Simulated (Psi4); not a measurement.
Psi4 1.11, B3LYP/def2-svp: Zr(Br)4 ([Br][Zr]([Br])([Br])[Br]), 5 atoms. The geometry is a generated start, not checked to be a minimum at this level.

* **task**: energy
* **method**: b3lyp
* **basis**: def2-svp
* **memory**: 3 GB
* **maxiter**: 100
* **keys of the molecule block**: symmetry c1
* **scf_type**: df (default)
* **e_convergence**: 1e-06 (default)
* **d_convergence**: 1e-06 (default)
* **dft_radial_points**: 75 (default)
* **dft_spherical_points**: 302 (default)
* **effective core potentials**: those of the basis set, past Kr
* **basis functions**: 159
* **grid points**: 108567

```xyz
5

Zr    -0.0019     0.0008    -0.0009
Br     1.9564    -0.5813    -1.4140
Br     0.7450     0.2967     2.3521
Br    -1.0213     2.1127    -0.8207
Br    -1.6782    -1.8289    -0.1164
```

Charge 0 and multiplicity 1 are set for this test and not shown to be the ground state.

With the defaults (diis = true, scf_initial_accelerator = adiis, damping_percentage = 0, guess = auto, which took SAD, diis_max_vecs = 10, soscf = false, soscf_start_convergence = 0.01) it converges in 10 SCF iterations. One run each on 2 threads, with these changes:
- damping_percentage = 20
- diis = false, scf_initial_accelerator = none, damping_percentage = 60
- guess = core
- damping_percentage = 60
- soscf = true, soscf_start_convergence = 0.001
- diis_max_vecs = 3
- scf_initial_accelerator = ediis
- guess = huckel
- guess = gwh

Q: Which runs fail or end elsewhere than the default run?

A: No convergence: diis = false, scf_initial_accelerator = none, damping_percentage = 60 (the run ends without SCF convergence in 100 iterations). The rest reach the solution of the defaults.

```csv
setting,SCF iterations,JK calls,end
"soscf = true, soscf_start_convergence = 0.001",8,19,same solution
the defaults,10,11,same solution
scf_initial_accelerator = ediis,10,11,same solution
guess = huckel,11,32,same solution
guess = core,11,11,same solution
diis_max_vecs = 3,13,14,same solution
guess = gwh,14,14,same solution
damping_percentage = 20,20,21,same solution
damping_percentage = 60,89,90,same solution
"diis = false, scf_initial_accelerator = none, damping_percentage = 60",100,101,no convergence
```

An SOSCF iteration holds several JK calls; a Hückel guess adds calls on atoms.
